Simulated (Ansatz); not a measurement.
# rock-salt TaN (1 1 1) on wurtzite AlN (0 0 1) (film strained to the substrate, started from cuts of the bulks and a machine-learned relaxation; slabs Al6N6 and N4Ta4, which can lie off the formulas)

A periodic stack without vacuum, rock-salt TaN (1 1 1) on wurtzite AlN (0 0 1) (film strained to the substrate, started from cuts of the bulks and a machine-learned relaxation; slabs Al6N6 and N4Ta4, which can lie off the formulas): substrate slab Al6N6, film N4Ta4, surface cells [[0, 1], [-1, 0]] and [[1, 0], [0, 1]], film strained by +0.2 and +0.2 %, outermost planes N/Al and N/Ta as cut, which need not be the usual terminations and can put a slab off its formula.

The start was prepared with a machine-learned potential, and the result is one local minimum, with the in-plane cell held and forces under 0.04 eV/Å; the film can end far from its bulk form.

The numbers are results of PBE (plane waves to 420 eV, PAW; Ansatz, an electronic-structure program), not measurements. No spin–orbit coupling; the runs are not spin-polarised; PBE gaps are too small against experiment. Its k-point mesh 11×11×1, Fermi–Dirac width 0.05 eV.

The interface area is 8.5 Å². The period is 25.81 Å. The heights between the nearest atoms of the two slabs at the two interfaces is 1.91 and 2.08 Å and the Al–Ta contacts across the interfaces within 1.22 times the sum of covalent radii is 6, mean 3.36 Å. The N–Ta contacts across the interfaces within 1.22 times the sum of covalent radii is 1, mean 2.08 Å and the Al–N contacts across the interfaces within 1.22 times the sum of covalent radii comes out as 1, mean 1.91 Å. The estimate of the barrier is withheld, since the two interfaces are unlike.

```
CELL_PARAMETERS angstrom
      3.13025     0.00000     0.04719
      1.56511     2.71087     0.04718
      1.17666    -1.12812    25.81739
ATOMIC_POSITIONS crystal
  Al 0.16499 0.52585 0.06109
  Al 0.43369 0.89139 0.15851
  N  0.11572 0.55041 0.13547
  N  0.51244 0.85213 0.03989
  Al 0.03552 0.59051 0.25576
  Al 0.30386 0.95635 0.35301
  N  0.98593 0.61534 0.32996
  N  0.38420 0.91614 0.23272
  Al 0.90546 0.65561 0.45028
  Al 0.17372 0.02151 0.54743
  N  0.85573 0.68053 0.52450
  N  0.25417 0.98122 0.42721
  N  0.12426 0.04627 0.62137
  N  0.39668 0.41010 0.71275
  N  0.66344 0.77676 0.81264
  N  0.93162 0.14267 0.91061
  Ta 0.76187 0.72750 0.66493
  Ta 0.03222 0.09233 0.75953
  Ta 0.29736 0.45982 0.86188
  Ta 0.56621 0.82530 0.95910
```
